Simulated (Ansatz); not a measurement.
**CuI, response to strain**

Base system: CuI in the wurtzite structure (space group P6_3mc, No. 186; a = 4.1870 Å, c = 6.8978 Å). Axes: x lies along a and z along c of the hexagonal cell.

Strains are applied to the cell and any free atomic positions relax; under biaxial strain the out-of-plane vector relaxes too.

Levels (all Ansatz, a program for electronic structure, PAW): PBEsol (420 eV, no SOC); r2SCAN (500 eV, scalar-relativistic without spin-orbit coupling); HSE06 (420 eV, scalar-relativistic without spin-orbit coupling).

Band gaps by level, all at the geometries relaxed with PBEsol:

```tsv
case	PBEsol	r2SCAN	HSE06
base	1.22 eV	1.85 eV	2.81 eV
biaxial strain −0.51 %, plane normal [001], relaxed out of plane	1.22 eV	1.86 eV	2.80 eV
isotropic strain −5.51 %	1.79 eV	2.48 eV	3.27 eV
uniaxial strain ε_xx = +5.81 %	1.04 eV	1.66 eV	2.66 eV
uniaxial strain ε_yy = +2.49 %	1.14 eV	1.77 eV	2.74 eV
uniaxial strain ε_yy = +3.86 %	1.09 eV	1.72 eV	2.70 eV
tensor shear ε_yz = −1.19 %	1.22 eV	1.85 eV	2.80 eV
```

Single points use the geometry relaxed with PBEsol. With I present, leaving out spin-orbit coupling can change the band edges. Whether these cells are dynamically stable was not tested. All final runs are without spin polarisation. This is not the structure that CuI has at room temperature and ambient pressure.
